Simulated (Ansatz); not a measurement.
What uniaxial strain ε_zz = −0.50 % does to MgO

Take MgO in the rock salt structure (space group Fm-3m, No. 225; a = 4.204 Å) as the base. Axes: x, y, z lie along the cube axes.

Now apply this change: uniaxial strain ε_zz = −0.50 %, all other strain components held at zero; the atoms relax in the strained cell.

Calculations: r2SCAN (Ansatz, a first-principles code; PAW; 500 eV plane waves; no spin-orbit coupling). Γ-centred 13×13×13 mesh, Fermi–Dirac width 0.05 eV.

The volume per atom decreases by 0.05 Å³, from 9.29 Å³ to 9.24 Å³ and the space group becomes I4/mmm (No. 139) (base: Fm-3m (No. 225)). The shortest interatomic distance decreases by 1.05 pm, from 210.2 pm to 209.2 pm and the energy stays essentially unchanged. The band gap grows by 0.05 eV to 5.73 eV and the gap character stays direct at Γ. The electron mass becomes 0.37 mₑ (at Γ) (base: 0.36 mₑ (at Γ)) and the valence-band top at Γ (three highest levels, from the VBM) goes from 0.00, 0.00, 0.00 eV to 0.00, 0.00, -0.01 eV. The stress (xx, yy, zz, yz, xz, xy; compression positive) comes out as (0.48, 0.48, 1.61, 0.00, 0.00, 0.00) GPa.

Final structure:

```yaml
crystal:
  lattice:
    - [0.00000, 2.10221, 2.09170]
    - [2.10221, 0.00000, 2.09170]
    - [2.10221, 2.10221, 0.00000]
  atoms:
    - { symbol: Mg, position: [0.00000, 0.00000, 0.00000] }
    - { symbol: O, position: [0.50000, 0.50000, 0.50000] }
```

Effective masses come from finite differences of ±0.01 Å⁻¹. Stability against distortions was not tested. Labels are those of the standard path for the cell's own space group.
